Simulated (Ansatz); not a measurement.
The starting structures come from a database of crystals and need not be the phases stable at ambient conditions.

 Where the default PAW files enter, the runs use the earlier of Ansatz's two default sets.

Consider the following.

```
CELL_PARAMETERS angstrom
      3.85882     0.00000     0.00000
      1.92941     6.50375     0.00000
      0.00000     0.05884     4.01819
ATOMIC_POSITIONS crystal
  Nb 0.85348 0.29304 0.93194
  Nb 0.14652 0.70696 0.06806
  O  0.85096 0.29808 0.48437
  O  0.14904 0.70192 0.51563
  O  0.00000 0.00000 0.00000
  O  0.68510 0.62980 0.00543
  O  0.31490 0.37020 0.99457
```

Space group of this cell: C2/m. The cell is taken as given; by r2SCAN its mean pressure is -6.0 GPa.

Calculation: r2SCAN (plane waves, PAW; Ansatz, a quantum-chemistry and plane-wave program).

The current runs along the normal of the first two printed vectors; no spin-orbit coupling. Scaled by the factor s: both lengths across the current (ions clamped). Meshes 8×8×8 and 8×6 across the current in all rows.

```
s     mean pressure (GPa)  band gap (eV)
----  -------------------  -------------
0.98                  1.8           2.69
1.00                 -6.0           2.60
1.02                -12.3              ?
```

Question: Take the slope of the band gap against ln s from the two given rows, extrapolate to s = 1.02, and say what the run there gives.

Answer: Slope = (2.69 − 2.60) / ln 0.98 = -4.45 eV. The line gives 2.60 + (-4.45) × ln 1.02 = 2.51 eV. The run gives 2.51 eV, as the line does.
